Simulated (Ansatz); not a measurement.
A thermal frame of AlP(110) slab, cut from zinc-blende AlP, cell Al48P48, with vacuum along z, from MD with PBE at 300 K. Method: PBE (plane waves, PAW; Ansatz, a quantum-chemistry and plane-wave program).

- plane-wave cutoff = 420 eV
- k-points = Γ only
- Fermi-Dirac width = 0.050 eV
- spin = not polarised; no spin-orbit coupling

A check of the k-sampling: on the last frame of the same run a denser mesh moved the PBE forces by 0.012 eV/Å rms and the free energy by -9 meV/atom.

```
CELL_PARAMETERS angstrom
     15.60312     0.00000     0.00000
      0.00000    11.03306     0.00000
      0.00000     0.00000    21.75194
ATOMIC_POSITIONS crystal
  Al 0.97612 0.46438 0.30191
  Al 0.34895 0.26392 0.35667
  Al 0.10082 0.25122 0.35865
  Al 0.23376 0.46938 0.29352
  Al 0.23030 0.51737 0.45067
  Al 0.11089 0.25855 0.54258
  Al 0.35157 0.26173 0.54312
  Al 0.98249 0.49831 0.45273
  Al 0.98592 0.51246 0.62883
  Al 0.35056 0.22474 0.70523
  Al 0.10285 0.21403 0.70178
  Al 0.22798 0.51123 0.63764
  P  0.96740 0.12937 0.35790
  P  0.10475 0.37169 0.27058
  P  0.36680 0.36961 0.26420
  P  0.23016 0.13053 0.36554
  P  0.23050 0.12838 0.54136
  P  0.34989 0.37251 0.45116
  P  0.10775 0.37648 0.45008
  P  0.97890 0.13449 0.53947
  P  0.97799 0.10396 0.72565
  P  0.10836 0.38683 0.63213
  P  0.35144 0.38401 0.63458
  P  0.22811 0.11959 0.72800
  Al 0.96589 0.96642 0.29080
  Al 0.36387 0.75877 0.35821
  Al 0.09882 0.75411 0.35202
  Al 0.22813 0.96915 0.29024
  Al 0.23008 0.99651 0.45126
  Al 0.09125 0.74955 0.54114
  Al 0.34979 0.76257 0.53991
  Al 0.98155 0.00744 0.44960
  Al 0.97925 0.00644 0.62981
  Al 0.35532 0.71207 0.70060
  Al 0.10909 0.73182 0.69868
  Al 0.23127 0.99600 0.63717
  P  0.98156 0.63853 0.35962
  P  0.09901 0.88260 0.26294
  P  0.35935 0.87137 0.25889
  P  0.23291 0.64256 0.35997
  P  0.22447 0.63556 0.54082
  P  0.36518 0.87741 0.44705
  P  0.10185 0.87965 0.45023
  P  0.97298 0.63053 0.54065
  P  0.97717 0.62362 0.71821
  P  0.10735 0.89186 0.62295
  P  0.35570 0.88113 0.62913
  P  0.22543 0.61639 0.73434
  Al 0.48954 0.48053 0.29086
  Al 0.84588 0.26042 0.35845
  Al 0.59193 0.25536 0.36042
  Al 0.72707 0.46339 0.29581
  Al 0.72510 0.51474 0.45514
  Al 0.60768 0.26118 0.53734
  Al 0.85683 0.25481 0.53983
  Al 0.46991 0.51096 0.45740
  Al 0.48285 0.49947 0.63351
  Al 0.85261 0.21380 0.70043
  Al 0.60749 0.21769 0.70306
  Al 0.73074 0.51261 0.63979
  P  0.46790 0.13308 0.36782
  P  0.60333 0.36533 0.25878
  P  0.85069 0.37395 0.26569
  P  0.72030 0.13568 0.36598
  P  0.73959 0.12561 0.54420
  P  0.85369 0.38196 0.45075
  P  0.59757 0.38721 0.45128
  P  0.48333 0.13476 0.54895
  P  0.48170 0.12964 0.72940
  P  0.60562 0.38293 0.62855
  P  0.85448 0.37923 0.62907
  P  0.72910 0.11526 0.73210
  Al 0.47967 0.97265 0.29840
  Al 0.84943 0.74884 0.35881
  Al 0.60799 0.76813 0.36000
  Al 0.72016 0.98123 0.29720
  Al 0.72769 0.00391 0.45470
  Al 0.59765 0.74253 0.54525
  Al 0.84820 0.76072 0.53536
  Al 0.47797 0.02254 0.45892
  Al 0.47857 0.01641 0.64237
  Al 0.84492 0.72576 0.70003
  Al 0.60043 0.73653 0.70340
  Al 0.72970 0.00944 0.63651
  P  0.48330 0.62990 0.36109
  P  0.59808 0.87744 0.26651
  P  0.83976 0.86538 0.26312
  P  0.72283 0.63056 0.36471
  P  0.72642 0.63168 0.54520
  P  0.85268 0.88220 0.44685
  P  0.60678 0.88496 0.45531
  P  0.46994 0.62568 0.54195
  P  0.47917 0.61292 0.72380
  P  0.60051 0.88013 0.62862
  P  0.85521 0.89264 0.62517
  P  0.72302 0.63006 0.73154
```

Q: Give the forces on atoms 2, 3, 14, 24, 30, 54, 57, 68, 71, 73 (eV/Å), the Kohn-Sham gap at the supercell's Γ point.

A: 
```tsv
atom	Fx Fy Fz
Al2	0.131 -0.208 0.071
Al3	0.021 -0.369 0.134
P14	-0.138 0.007 -0.306
P24	0.108 -0.517 0.354
Al30	1.388 0.838 -0.700
Al54	0.468 -0.604 0.361
Al57	-0.698 0.247 -0.196
P68	-0.509 0.494 0.087
P71	0.285 0.408 0.535
Al73	-1.061 0.204 -0.086
```
* **Kohn-Sham gap at the supercell's Γ point**: 1.19 eV
